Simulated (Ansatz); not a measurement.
# MgSnO₃ (space group R-3, No. 148; a cell from a computed database, its experimental status unchecked)

```xyz
10
Lattice="2.6393 1.5238 4.7023 -2.6393 1.5238 4.7023 0.0000 -3.0476 4.7023" Properties=species:S:1:pos:R:3 pbc="T T T"
Mg     0.0000     0.0000     5.0339
Mg     0.0000     0.0000     9.0731
Sn     0.0000     0.0000     2.0779
Sn     0.0000     0.0000    12.0290
O     -1.0577    -1.5485     5.8909
O      1.0577     1.5485     8.2160
O     -0.8122     1.6903     5.8909
O      0.8122    -1.6903     8.2160
O      1.8699    -0.1418     5.8909
O     -1.8699     0.1418     8.2160
```

Level of theory: Kohn–Sham DFT with the PBEsol functional, run in Ansatz (a first-principles code) with PAW and 420 eV plane waves, without spin-orbit coupling. Γ-centred 8×8×8 mesh, Fermi–Dirac width 0.05 eV.

- Volume per atom: 11.35 Å³
- Density: 5.59 g/cm³
- Band gap: 2.74 eV, indirect, Γ–S₀ (43 % along) → Γ
- Electron mass: 0.28 mₑ
- Lowest conduction-band minima above the VBM: Γ 2.74 eV
- Total energy: -1909.490 eV/atom (σ→0; compares only within this code and set-up)

Effective masses come from finite differences of ±0.01 Å⁻¹. No phonon test of stability was made.
